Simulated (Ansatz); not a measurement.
Where the default PAW files enter, the runs use the earlier of Ansatz's two default sets.

Consider the following.

```
CELL_PARAMETERS angstrom
      4.34609     0.00000     0.00000
      0.00000     7.08984     0.00000
      2.17305     0.00000     3.76382
ATOMIC_POSITIONS crystal
  Cd 0.66667 0.50005 0.66667
  Cd 0.33333 0.00005 0.33333
  Se 0.66667 0.12409 0.66667
  Se 0.33333 0.62409 0.33333
```

Space group of this cell: P6_3mc, wurtzite. The cell is taken as given.

Level of theory: r2SCAN (plane waves, PAW; Ansatz, a quantum-chemistry and plane-wave program).

The current runs along the normal of the first two printed vectors; no spin-orbit coupling. Scaled by the factor s: all lengths (ions clamped). The meshes follow the cell: 8×6×8 and 8×6 across at s = 0.98, 8×4×8 and 8×4 across at s = 1.00, 8×4×8 and 8×4 across at s = 1.02.

```json
[
 {"s": "0.98", "mean pressure (GPa)": "3.3", "band gap (eV)": "1.23"},
 {"s": "1.00", "mean pressure (GPa)": "-0.2", "band gap (eV)": "1.09"},
 {"s": "1.02", "mean pressure (GPa)": "-2.8", "band gap (eV)": "?"}
]
```

Task: Take the slope of the band gap against ln s from the two given rows, extrapolate to s = 1.02, and say what the run there gives.

Result: Slope = (1.23 − 1.09) / ln 0.98 = -6.93 eV. The line gives 1.09 + (-6.93) × ln 1.02 = 0.95 eV. The run gives 0.95 eV, as the line does.
